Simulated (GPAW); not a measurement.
**Equation of state of rutile-structure PbO2 (space group 136): energy against volume (GPAW, PBEsol)**

```
PbO2
1.0
    4.81599     0.00000     0.00000
    0.00000     4.81599     0.00000
    0.00000     0.00000     3.29157
Pb O
2 4
Direct
  0.00000   0.00000   0.00000
  0.50000   0.50000   0.50000
  0.30700   0.30700   0.00000
  0.80700   0.19300   0.50000
  0.19300   0.80700   0.50000
  0.69300   0.69300   0.00000
```

Method: PBEsol, GPAW PAW datasets PBEsol (made by gpaw-setup) (plane waves; GPAW). Settings: mode = pw; ecut = 1040 eV; xc = PBEsol; kpts = 7 7 10; mesh shift (steps) = 0 0 0; occupations.name = fermi-dirac; occupations.width = 0.05 eV; nbands = -10; symmetry.symmorphic = false; symmetry.tolerance = 0.0005; maxiter = 100. The cell above is the first row's. The rows scale it uniformly. In all rows fractional positions and the k mesh are held. E is the free energy at the stated smearing, counted from the lowest row.

```csv
V (Å^3/atom),E (meV/atom)
12.724,?
13.001,42.05
13.277,21.99
13.554,8.82
13.830,1.72
14.107,0.00
14.384,3.08
14.660,10.42
14.937,21.51
```

The 8 complete rows are fitted with the third-order Birch-Murnaghan form, a cubic in V^(-2/3), E against V. With u = V^(-2/3) - 0.173, the rows have u = 0.007863, 0.005347, 0.002909, 0.000561, -0.001719, -0.003925, -0.006053, -0.008124. Least squares gives E = 0.824 + 1310.67·u + 487601·u² + 1575215·u³. Residuals (row less fit): 0.008, -0.024, 0.018, 0.007, -0.004, -0.016, 0.014, -0.003; standard error 0.019 (degrees of freedom: 4). Its minimum lies at u = -0.001353, so V0 = (0.171647)^(-3/2) = 14.06. There d²E/du² = 962400 and d³E/du³ = 9451000, so B0 = (4/9) × 14.06^(-7/3) × 962400 × 0.160218 = 144 GPa (the last factor turns the table's units into GPa), and B0' = 4 + (2/3) × 0.171647 × (9451000)/962400 = 5.1. The program's pressures in the fitted runs (not shown) pass through zero at V = 14.06, 0.04 % from this V0.

**Question.** Predict the withheld E at V = 12.724 from the fit, and compare with the calculation.

**Answer.** u = 0.010478, so E = 0.824 + 1310.67 × 0.010478 + 487601 × 0.010478² + 1575215 × 0.010478³ = 69.902 meV/atom. The calculation gives 69.89 meV/atom, 0.012 meV/atom below the prediction (under 0.05 % of the range of E in the table). The row lies outside the fitted rows, so this is an extrapolation. From the scatter of the fitted rows alone, a prediction at this place has a standard error of 0.057 meV/atom, so the miss is 0.2 times that.

Carrying the step between the two nearest rows on in a straight line would have given 62.18, off by 7.71; series whose last step already gives the withheld value aren't shown. The scan was laid around a cell of about the measured size, scaled by a guess for this functional; axis ratios and inner coordinates come from that cell. The runs keep the symmetry of the cell, so they don't test it for distortions. Spin-orbit coupling is off. The shape of the cell and the inner coordinates aren't relaxed, so V0 and B0 belong to this uniform scaling; a relaxed crystal lies no higher in energy and is usually softer (forces reach 0.19 eV/Å in these rows). Cutoffs and mesh are single choices, not tested for convergence of this quantity. Series with a scatter that would blur these digits, or in which a gap closes, are not shown. Nor are scans whose minimum lies at an end fitted in this form.
